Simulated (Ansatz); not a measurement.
Levels about the gap of amorphous silicon nitride (Si30N40) (70 atoms in a cell of 769 Å³, 3.03 g/cm³; zone centre alone, so wide bands show as single levels with stretches between that a denser mesh fills), at the geometry that PBE relaxed, where it gives 0.1 GPa on a denser mesh. Exact exchange is cut at the faces of this small cell, which leaves a finite-size error. The participation number counts the atoms over which a state spreads; weights are charges in smoothed Voronoi cells. The levels come from a single point, so bond lengths are those of that geometry. Method of the levels: HSE06, scalar-relativistic without spin-orbit coupling (Ansatz, a first-principles code). Sampling: the zone centre alone; Fermi-Dirac width 0.01 eV; collinear spin, started from moments on atoms (the moments died out). At PBE the levels at the filled edge of the gap are localised (band-tail or defect states).

It comes from a melt-quench run on a machine-learned potential (CHGNet), relaxed afterwards by DFT. N atoms were pushed apart under 1.9 Å during the dynamics, to hinder bonds among them. The hot cell started wider than the set density and was brought back towards it in steps. It is the lowest in DFT energy of 2 quenches. It is a model cell: composition and starting density were chosen by hand, and all elements were melted together. No dispersion term was used. A short ab initio anneal came between quench and relaxation. Its density started from a set value of 3.07 and ended at 3.03 g/cm³. Cooling (nominally 91 K/ps over its main leg) ran many orders faster than in experiment, which tends to leave more defects and strain. A cell of this size samples the disorder only roughly. The volume was free in the relaxation, at fixed shape. Stress components on the final sampling reach 8.3 GPa.

```tsv
E - E(highest filled), eV	filling	spin	participation number	largest on	weight N	weight Si
-0.26	filled	dn	16.6	N, 3 neighbours	0.90	0.10
-0.15	filled	up	15.7	N, 2 neighbours	0.90	0.10
-0.15	filled	dn	15.7	N, 2 neighbours	0.90	0.10
-0.01	filled	up	12.4	N, 3 neighbours	0.89	0.11
-0.01	filled	dn	12.4	N, 3 neighbours	0.89	0.11
0.00	filled	up	9.4	N, 2 neighbours	0.89	0.11
0.00	filled	dn	9.4	N, 2 neighbours	0.89	0.11
3.76	empty	up	10.6	Si, 4 neighbours	0.48	0.52
3.76	empty	dn	10.6	Si, 4 neighbours	0.48	0.52
4.56	empty	up	19.1	Si, 4 neighbours	0.46	0.54
4.56	empty	dn	19.1	Si, 4 neighbours	0.46	0.54
4.83	empty	up	26.9	Si, 4 neighbours	0.49	0.51
4.83	empty	dn	26.9	Si, 4 neighbours	0.49	0.51
5.22	empty	dn	35.6	Si, 4 neighbours	0.45	0.55
```

Most localised among these is the filled level at -0.00 eV, on a N atom, which has 2 neighbours (Si 1.66 Å, Si 1.66 Å).
